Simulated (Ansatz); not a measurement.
Consider HfO2 (space group P4_2/nmc, No. 137).

```xyz
6
Lattice="3.5768 0.0000 0.0000 0.0000 3.5768 0.0000 0.0000 0.0000 5.2026" Properties=species:S:1:pos:R:3 pbc="T T T"
Hf     0.0000     0.0000     0.0000
Hf     1.7884     1.7884     2.6013
O      0.0000     1.7884     1.0205
O      0.0000     1.7884     3.6219
O      1.7884     0.0000     1.5808
O      1.7884     0.0000     4.1821
```

Cartesian axes are those of the cell as printed.

Computed with DFT with r2SCAN, PAW potentials and a 500 eV plane-wave cutoff in Ansatz (an electronic-structure program), no spin-orbit coupling.

Before the change:

```
Quantity                                Result
-----------------------------  ---------------
Band gap                               5.27 eV
Pressure                              0.00 GPa
Shortest interatomic distance          2.059 Å
Gap character                  indirect, Z → Γ
```

Perturbation: biaxial strain −2.39 %, plane normal [001], relaxed out of plane (Cartesian); in-plane vectors clamped, the third vector and the atoms free.

### Question
Estimate the effect on the out-of-plane strain, band gap, pressure, shortest interatomic distance and gap character.

### Answer
The out-of-plane strain comes out as +1.26 %; the band gap stays essentially unchanged (5.27 eV against 5.26 eV); the pressure (mean of the normal stresses, compression positive) goes from zero to 10.41 GPa; the shortest interatomic distance decreases by 0.0255 Å, from 2.059 Å to 2.034 Å; the gap character goes from indirect, Z → Γ to indirect, A → Γ.

Spin-orbit coupling, missing from the scalar runs, can matter with Hf. Whether these cells are dynamically stable was not tested. This is not the structure that HfO2 has at room temperature and ambient pressure.
